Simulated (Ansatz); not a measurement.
We consider Ag (model structure, Pm-3n, No. 223, 8 atoms in the cell), described by r²SCAN (Ansatz, a quantum-chemistry and plane-wave program, plane waves, PAW).

Numerical settings: plane-wave cutoff 560 eV, 12×12×12 k mesh, Fermi–Dirac smearing 0.05 eV, no spin polarisation, scalar-relativistic PAW data made under PBE.

Cell (relaxed at this level):

```
CELL_PARAMETERS angstrom
      5.22546     0.00000     0.00000
      0.00000     5.22546     0.00000
      0.00000     0.00000     5.22546
ATOMIC_POSITIONS crystal
  Ag 0.00000 0.00000 0.00000
  Ag 0.50000 0.50000 0.50000
  Ag 0.25000 0.00000 0.50000
  Ag 0.75000 0.00000 0.50000
  Ag 0.50000 0.25000 0.00000
  Ag 0.50000 0.75000 0.00000
  Ag 0.00000 0.50000 0.25000
  Ag 0.00000 0.50000 0.75000
```

Estimate the bulk modulus B0 that the calculation returns.


- bulk modulus B0: 96.5 GPa

The run finds no gap.

Note: the bulk modulus is −V dP/dV from two relaxed cells at ±2 % in volume; the relaxation could raise the start's symmetry but not lower it, so the cell can be a saddle point.

The computed numbers hold no vibrational or temperature effects.

Computing time: around 8 core-minutes (rough).

A model structure was made by putting elements into a prototype or built by hand; it is no filed structure, need not be a known phase, and can be a saddle point held by its symmetry.
